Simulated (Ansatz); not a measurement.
Worked example: self-consistent single point of a (111) slab of AlNi (cut from a parent of space group no. 65; 10 atoms in the cell) in Ansatz (a first-principles code)

Method: PBEsol, default PAW files made with PBE (plane waves; Ansatz).

Input as run:

Ansatz 0.2 input:
```yaml
crystal:
  lattice:
    - [2.74374100, 0.00000000, 0.00000000]
    - [2.72330400, 4.13238600, 0.00000000]
    - [0.00000000, 0.00000000, 22.20670900]
  atoms:
    - { symbol: Al, position_ang: [2.78461503, 2.13360875, 6.99999881] }
    - { symbol: Al, position_ang: [2.80505173, 0.31197448, 9.05169886] }
    - { symbol: Al, position_ang: [2.80505143, 2.62272622, 11.10331009] }
    - { symbol: Al, position_ang: [2.82548813, 0.80109195, 13.15501014] }
    - { symbol: Al, position_ang: [2.82548510, 3.11183956, 15.20671019] }
    - { symbol: Ni, position_ang: [1.42296303, 0.06741575, 6.99999881] }
    - { symbol: Ni, position_ang: [4.16670373, 2.37816748, 9.05169886] }
    - { symbol: Ni, position_ang: [1.44339943, 0.55653322, 11.10331009] }
    - { symbol: Ni, position_ang: [4.18714013, 2.86728495, 13.15501014] }
    - { symbol: Ni, position_ang: [1.46383310, 1.04564656, 15.20671019] }
basis:
  ecutwfc: 30.9 Ry
kpoints:
  mp_grid: { grid: [9, 5, 1] }
hamiltonian:
  xc: pbesol
  pseudopotentials: { kind: paw }
scf:
  occupations: { method: gaussian, width: 0.0073 Ry }
output:
  forces: true
  eigenvalues: true
  stress: true
```

The program printed (abridged):

```
WARN the atoms were moved onto the symmetric positions of the space group found under crystal.symmetry.tolerance 1.0e-5 (fractional …
WARN ansatz: RAYON_NUM_THREADS=1 ignored (pool sized by the plan → 1); use --threads N
Pseudopotentials: kind: paw
Pseudopotential: Al, paw, valence charge 3
Pseudopotential: Ni, paw, valence charge 18
Crystal: 10 atoms, lattice volume = 251.784 Å³
Basis set: ecut = 420.4159175005146 eV, 4967 PW (Γ), exchange–correlation on 40×72×300 points (8 copies of the dense FFT grid, shifted against one another)
Bands: 63, of which v1, the nominal top of the filled ones, is band 53 counted from 1 (52 counted from 0)
Symmetry: 2 space group operations
Space group: P-1 (ITA 2), of the structure as read, at distance tolerance 6.3e-5 Å
k-points: 23 of 45
PAW frozen core: Al, regenerated for the run's functional, and the local potential with it
PAW frozen core: Ni, regenerated for the run's functional, and the local potential with it
Initial density: superposition of atomic densities (neutral atoms: chi_scale 0, normalization atom), corrected by the library's trained network
Initial wavefunctions: pseudopotential atomic-orbital guess
Eigensolver: davidson
Functional: x = pbesol(κ = 0.804, μ = 0.12345679012345678), c = pbesol(β = 0.046)
SCF iter   1: F=—  HF=-31651.567468 eV  |F-HF|=—  |Δ(HF+E_count)|=         —  Δρ=1.38e-2  dr2=3.65e-1  ethr=1.77e-3  ⟨swp⟩=10.0  Hψ=7075  notcnv=0  defer=10
all-band conjugate gradients solve this SCF's bands
preconditioner: auto → LDOS
SCF iter   2: F=—  HF=-31651.643478 eV  |F-HF|=—  |Δ(HF+E_count)|=   7.60e-2  Δρ=2.40e-2  dr2=8.51e-1  ethr=3.47e-4  ⟨swp⟩=3.3  Hψ=3229  notcnv=0  defer=78  recentre
SCF iter   3: F=—  HF=-31651.535448 eV  |F-HF|=—  |Δ(HF+E_count)|=   1.08e-1  Δρ=3.85e-3  dr2=2.40e-2  ethr=3.47e-4  ⟨swp⟩=2.5  Hψ=2515  notcnv=0  defer=78
SCF iter   4: F=—  HF=-31651.532506 eV  |F-HF|=—  |Δ(HF+E_count)|=   2.94e-3  Δρ=5.08e-4  dr2=5.98e-4  ethr=2.29e-5  ⟨swp⟩=2.0  Hψ=2335  notcnv=0  defer=80
SCF iter   5: F=—  HF=-31651.532722 eV  |F-HF|=—  |Δ(HF+E_count)|=   2.16e-4  Δρ=2.02e-4  dr2=5.68e-5  ethr=5.70e-7  ⟨swp⟩=2.5  Hψ=2637  notcnv=0  defer=80
SCF iter   6: F=—  HF=-31651.532655 eV  |F-HF|=—  |Δ(HF+E_count)|=   6.70e-5  Δρ=3.56e-5  dr2=2.46e-6  ethr=5.41e-8  ⟨swp⟩=2.5  Hψ=2346  notcnv=0  defer=80
SCF iter   7: F=—  HF=-31651.532664 eV  |F-HF|=—  |Δ(HF+E_count)|=   8.76e-6  Δρ=4.44e-5  dr2=4.05e-6  ethr=2.35e-9  ⟨swp⟩=3.1  Hψ=3047  notcnv=0  defer=80
SCF iter   8: F=—  HF=-31651.532664 eV  |F-HF|=—  |Δ(HF+E_count)|=   2.37e-7  Δρ=2.59e-5  dr2=1.37e-6  ethr=2.35e-9  ⟨swp⟩=2.0  Hψ=1928  notcnv=0  defer=80
SCF iter   9: F=—  HF=-31651.532664 eV  |F-HF|=—  |Δ(HF+E_count)|=   1.00e-8  Δρ=1.52e-5  dr2=4.24e-7  ethr=1.30e-9  ⟨swp⟩=1.6  Hψ=1479  notcnv=0  defer=80
SCF iter  10: F=-31651.532664 eV  HF=-31651.532664 eV  |F-HF|=6.14e-8  |Δ(HF+E_count)|=   5.44e-8  Δρ=3.13e-6  dr2=2.67e-8  ethr=9.52e-11  ⟨swp⟩=14.8  Hψ=7943  notcnv=0
SCF 1 converged in 10 iterations: F = -31651.532664 eV  dr2 = 2.67e-8
SCF converged after 10 iterations
Free energy (F): -31651.532664 eV
Harris-Foulkes:  -31651.532664 eV  (|F-HF|=6.14e-8)
Internal energy: -31651.507495 eV  (E = F + TS)
E sigma→0 (E₀):  -31651.520080 eV
Entropy (-TS):   -0.025170 eV (-2.517 meV/atom)
Fermi energy:    4.009782 eV
--- Per-component energies (eV) ---
  E_band       = -2707.015263
  E_kinetic    = 1551.899007
  E_local      = -118726.253118  (includes V_loc(G=0)·N_el)
  E_nonlocal   = 3244.939571
  E_hartree    = 57292.648282
  E_xc         = -624.074632
  E_vxc        = -698.438120  (∫ρ·V_xc dr)
  E_paw        = -10264.012205  (= ΣΔE_a)
  E_vpaw       = -2664.489224  (= ΣTr[D̂ρ^β])
  E_aug_tail   = 0.002500  (compensation charges beyond the density's cutoff)
  E_ewald      = 35872.260962
  E_core_change = 1.082139  (= ΣΔE_core)
  E_smearing   = -0.025170  (= −TS)
  E_closure    = 0.000000  (closes the sum)
  Σ components = -31651.532664   (vs F -31651.532664, Δ=0.00e0)
--- Forces (eV/Å), atoms counted from 1 ---
  atom   1  Al     0.01970815     0.21460840    -0.59960392
  atom   2  Al     0.00882146    -0.03435348    -0.37946034
  atom   3  Al     0.00000000     0.00000000     0.00000000
  atom   4  Al    -0.00882146     0.03435348     0.37946034
  atom   5  Al    -0.01970815    -0.21460840     0.59960392
  atom   6  Ni     0.01303583     0.11430187     0.64329083
  atom   7  Ni     0.00590375    -0.07066551     0.31514982
  atom   8  Ni     0.00000000     0.00000000     0.00000000
  atom   9  Ni    -0.00590375     0.07066551    -0.31514982
  atom  10  Ni    -0.01303583    -0.11430187    -0.64329083
  max |Σ_I F_I| component: 1.11e-16 eV/Å
--- Stress (GPa, compression-positive) ---
       -1.123985       0.381756      -0.209400
        0.381756      -2.401805      -1.443407
       -0.209400      -1.443407      -0.059509
  P = ⅓ Tr σ = -1.1951 GPa (-11.951 kbar)
  The stress holds the Pulay correction. Without it, at fixed plane waves, as pw.x and ABINIT print it: P = -1.2215 GPa
--- Band table (eV; the first three rows and the last of 23) ---
  k-point 0: bands = ["-99.1191", "-99.0547", "-99.0547", "-98.6700", "-98.6700", "-59.6977", "-59.6718", "-59.6506", "-59.6403", "-59.6401", "-59.6087", "-59.6056", "-59.5742", "-59.5742", "-59.3430", "-59.3430", "-59.2023", "-59.2023", "-59.1072", [...]
  k-point 1: bands = ["-99.1191", "-99.0547", "-99.0547", "-98.6700", "-98.6700", "-59.6978", "-59.6720", "-59.6506", "-59.6403", "-59.6401", "-59.6088", "-59.6056", "-59.5742", "-59.5742", "-59.3431", "-59.3431", "-59.2024", "-59.2024", "-59.1072", [...]
  k-point 2: bands = ["-99.1191", "-99.0547", "-99.0547", "-98.6700", "-98.6700", "-59.6980", "-59.6723", "-59.6506", "-59.6404", "-59.6400", "-59.6088", "-59.6056", "-59.5742", "-59.5742", "-59.3432", "-59.3432", "-59.2024", "-59.2024", "-59.1072", [...]
  k-point 22: bands = ["-99.1162", "-99.0518", "-99.0518", "-98.6672", "-98.6672", "-59.6944", "-59.6901", "-59.6685", "-59.6368", "-59.6364", "-59.6141", "-59.6140", "-59.6048", "-59.6018", "-59.3398", "-59.3398", "-59.2406", "-59.2406", [...]
```

The run converged in 10 iterations.

The starting cell comes from a database of computed structures (which also holds hypothetical and non-ambient phases and stackings), without a prior relaxation at this level. The slab is cut from that crystal, and its faces are unrelaxed. Its lattice was rescaled by up to half a per cent. Spin polarisation is off.
